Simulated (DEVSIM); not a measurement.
Device: Schottky contact on n-type GaN, at 250 K.

Layer 1 from the left is GaN, thickness (μm) 4.20, Nd (cm⁻³) 2.9e17, τn (s) 4.9e-9, τp (s) 4.9e-9. Layer 2 from the left is GaN, thickness (μm) 7.50, Nd (cm⁻³) 6.7e17, τn (s) 4.9e-9, τp (s) 4.9e-9.

Left contact: Schottky, work function 5.08 eV, emission velocity 1.7e6 cm/s. Right contact: ohmic. Voltage is applied to the left contact. Recombination: SRH at mid-gap, Auger. Mobility is constant in doping.

The device is made up for the run: typed textbook-type constants, with dimensions and the other settings drawn at random. Values at 300 K; Nc and Nv go as T^1.5, mobilities as T to minus their exponent, the gap by Varshni's rule with the affinity fixed.

GaN: gap (eV) 3.43, affinity (eV) 4.1, permittivity 9.5, Nc (cm⁻³) 2.3e18, Nv (cm⁻³) 4.6e19, μn (cm²/Vs) 1200, μp (cm²/Vs) 100, T exponent of μn 1.5, T exponent of μp 2, Cn (cm⁶/s) 1e-30, Cp (cm⁶/s) 1e-30, Varshni α (eV/K) 0.00091, Varshni β (K) 830.

Simulated with DEVSIM: 1D drift-diffusion, Boltzmann statistics, complete ionisation; no tunnelling, impact ionisation, image-force lowering or self-heating. Metal contacts follow the ideal Schottky-Mott rule: no Fermi-level pinning, no interface dipoles.

Dark forward current:

| |V| (V) | |J| (A/cm²) |
|---|---|
| 0.10 | 8.557e-13 |
| 0.15 | 8.790e-12 |
| 0.20 | 8.959e-11 |
| 0.25 | 9.125e-10 |
| 0.30 | 9.292e-9 |
| 0.35 | 9.462e-8 |
| 0.40 | 9.635e-7 |
| 0.45 | 9.810e-6 |
| 0.50 | 9.989e-5 |
| 0.55 | 0.001017 |
| 0.60 | 0.01035 |
| 0.65 | 0.1054 |
| 0.70 | 1.072 |
| 0.75 | 10.85 |
| 0.80 | 105.5 |
| 0.85 | 779.8 |
| 0.90 | 2906 |

Problem. Work out the local ideality factor n = ΔV / (kT/q · ln(J2/J1)) between the rows 0.10 and 0.15 V, 0.85 and 0.90 V.

Solution. kT/q = 21.54 mV. From 0.10 to 0.15 V: ln(8.790e-12/8.557e-13) = 2.329, n = 1.00, near the 1 of diffusion or emission over a barrier. From 0.85 to 0.90 V: ln(2906/779.8) = 1.315, n = 1.76; the layers' resistance at their doping, Σ W/(qμN) = 1.0e-5 Ω cm², would take 22 mV of this step of 50 mV.

Problem. Estimate the current at 0.45 V for emission alone, J0 = q v N_band exp(−φB/kT), and read the barrier back from the simulated current.

Solution. φB = 0.980 eV, N_band = 1.75e18 cm⁻³, J0 = 8.30e-15 A/cm²; J = J0 (exp(qV/kT) − 1) = 9.82e-6 A/cm². The simulation gives 9.81e-6 A/cm², the same within the digits that matter. Read backwards, the simulated current gives an apparent barrier of 0.980 eV. The estimate leaves out transport through the depletion region and minority injection.
